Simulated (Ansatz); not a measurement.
The parent structure is IrO$_{2}$ in the rutile structure (space group P4_2/mnm, No. 136; a = 4.4718 Å, c = 3.1536 Å).

Levels (all Ansatz, a first-principles code, PAW): PBEsol (420 eV, without spin-orbit coupling); PBEsol+SOC (420 eV, with spin-orbit coupling).

The geometry is relaxed with PBEsol.

* **PBEsol pressure**: 0.0 GPa

Task: How does going to PBEsol+SOC change the pressure?

Result: The pressure goes from zero to 1.5 GPa.

Single points use the geometry relaxed with PBEsol. The spin-orbit shifts are approximate. Stability against distortions was not tested. No Hubbard U is applied, and correlation can decide whether such a compound is a metal. The runs without spin-orbit coupling are not spin-polarised.
